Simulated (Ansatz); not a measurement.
CuZn (Pm-3m), Ansatz (a program for electronic structure) with PBEsol, DFPT electron-phonon coupling, linearised Boltzmann equation: phonon-limited resistivity 4.41 μΩ·cm at 300 K, 5.96 μΩ·cm at 400 K, current-weighted mean free path 17.1 nm, Drude plasma energy 9.55 eV.

Q: What is the classical skin depth at 100 GHz (nonmagnetic, μ₀ = 1.257×10⁻⁶ H/m)?

A: δ = √(ρ/(π f μ₀)) = 334 nm.

Q: What temperature coefficient of resistance follows, and how does it compare with 1/T?

A: (ρ₄₀₀ − ρ₃₀₀)/(100 K × ρ₃₀₀) = 3.51×10⁻³ K⁻¹, against 1/T = 3.33×10⁻³ K⁻¹ for a resistivity proportional to T. It lies higher because phonons are still being populated at 300 K; impurities would add a constant and lower it.

Q: What Drude relaxation time do resistivity and plasma energy imply?

A: ω_p = 1.45e16 s⁻¹, so τ = 1/(ε₀ ω_p² ρ) = 12.2 fs, a damping ħ/τ of 54.1 meV.

A metal at this level (no band gap). Only scattering by harmonic phonons is included (no impurities, grain boundaries, electron-electron scattering or thermal expansion). Spin-orbit coupling is left out. The squared frequency of the phonon mode least converged on the k mesh is uncertain by about 23 %. Halving the electron mesh (28x28x28) moves the resistivity by up to 7 % at 300 K, the mean free path by up to 8 %. Smearing 0.20 eV; phonons on a 5x5x5 q mesh, which this run doesn't test.
